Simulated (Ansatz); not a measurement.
SiH3 on the 1x1 (110) surface of zinc-blende InP (cut with top plane In + P), one in a 2x1 cell, energies for each (50.2 Å²). Energies are against SiH4(g) − ½ H2(g), without zero-point or thermal terms; each row is named by its start.

Host crystal: zinc-blende InP, with a band gap (PBE, scalar-relativistic without spin-orbit coupling).

All values below come from PBE (plane waves to 420 eV, PAW; Ansatz, a quantum-chemistry and plane-wave program).

Set-up: 24 atoms, 8.9 Å thick at the start under the adsorbate (thin: gaps and levels are the slab's own); mesh 3x4x1; 0.01 eV smearing; dipole correction on; 8 atoms held, the rest relaxed; each run with such symmetry as its start has; spin-polarised, no spin-orbit, no U, no dispersion correction.

A negative adsorption energy means that the adsorbate is more stable on the surface than in its reference. Starts that drift may end in the same place. Heights count from the host atoms within 0.3 Å of the top one. Moments of ungapped slabs depend on the mesh.

```
starting site             E_ads (eV)  height (Å)  nearest host atom (Å)  bonded to  change of the vacuum step (eV)  lateral drift (Å)  moment (μB)
------------------------  ----------  ----------  ---------------------  ---------  ------------------------------  -----------------  -----------
top P                           0.05        1.47                 P 2.25          P                           -0.37                1.1          0.8
top In                          0.79        2.12                In 2.60         In                            0.21                1.9          1.0
hollow In-In-P-P                0.05        1.46                 P 2.25          P                           -0.37                1.7          0.8
hollow beside P                 0.05        1.48                 P 2.25          P                           -0.37                2.4          0.8
bridge In-P (span 5.2 Å)        0.05        1.47                 P 2.25          P                           -0.36                1.8          0.8
```
